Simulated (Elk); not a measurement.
Band structure of Y (P6_3/mmc, 2 atoms in the cell).

```yaml
crystal:
  lattice:
    - [1.82500, -3.16099, 0.00000]
    - [1.82500, 3.16099, 0.00000]
    - [0.00000, 0.00000, 5.73000]
  atoms:
    - { symbol: Y, position: [0.33333, 0.66667, 0.25000] }
    - { symbol: Y, position: [0.66667, 0.33333, 0.75000] }
```

Level of theory: PBE, all-electron FP-LAPW, Elk's shipped species files, APW+lo basis with extra local orbitals (Elk).

Settings: xctype = 20; rgkmax = 8; stype = 3; swidth = 0.00367493 Ha; ngridk = 10 10 6; gmaxvr = 18 1/bohr; lmaxapw = 10; lmaxo = 8; nxlo = 2; lorbcnd = true; lradstp = 2; nrmtscf = 2; lmaxi = 4.

The starting cell has typed, rounded lattice constants, without a prior relaxation at this level. Values depend on the basis (sphere radii, cutoffs, local orbitals), which need not be converged.

Levels in eV from the Fermi level, bands 7 to 14:
```
point       7       8      9     10     11     12    13    14
-----  ------  ------  -----  -----  -----  -----  ----  ----
Γ      -22.38  -22.36  -4.64  -1.84   0.86   1.75  1.75  2.04
M      -22.51  -22.44  -1.65  -1.17  -0.80  -0.11  1.38  1.47
K      -22.59  -22.58  -0.69  -0.66  -0.66  -0.44  1.07  1.07
A      -22.43  -22.43  -3.22  -3.22   0.95   0.95  1.67  1.67
L      -22.50  -22.50  -1.63  -1.63   0.07   0.07  1.37  1.37
H      -22.45  -22.45  -0.38  -0.38  -0.36  -0.36  0.40  0.40
```

Bands cross the Fermi level along this path, so the cell is metallic at this level.
